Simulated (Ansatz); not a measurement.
Consider KF in the rock salt structure (space group Fm-3m, No. 225).

```cif
data_FK
_chemical_formula_sum 'F1 K1'
_space_group_name_H-M_alt 'P 1'
_space_group_IT_number 1
_cell_length_a 3.76063
_cell_length_b 3.76063
_cell_length_c 3.76063
_cell_angle_alpha 60.000
_cell_angle_beta 60.000
_cell_angle_gamma 60.000
loop_
_space_group_symop_operation_xyz
  'x, y, z'
loop_
_atom_site_label
_atom_site_type_symbol
_atom_site_fract_x
_atom_site_fract_y
_atom_site_fract_z
_atom_site_occupancy
F1 F 0.00000 0.00000 0.00000 1
K1 K 0.50000 0.50000 0.50000 1
```

Level of theory: r2SCAN (Ansatz, an electronic-structure program, PAW, no SOC).

One change was made to it. Results:

```json
[
 {"quantity": "mean gap deformation potential ΔEg/Δln V", "base": "–", "after": "-5.5 eV"},
 {"quantity": "lattice parameter a", "base": "531.8 pm", "after": "527.6 pm"}
]
```

### Question
Which change produced these results?
A. pressure −2 GPa
B. pressure 0.9 GPa
C. pressure 4.5 GPa

### Answer
B, pressure 0.9 GPa. For comparison, the lattice parameter a in the other runs: pressure 4.5 GPa gives 514.4 pm; pressure −2 GPa gives 543.8 pm.

Load acts through the strain it causes; cell and atoms are relaxed under it. Whether these cells are dynamically stable was not tested.
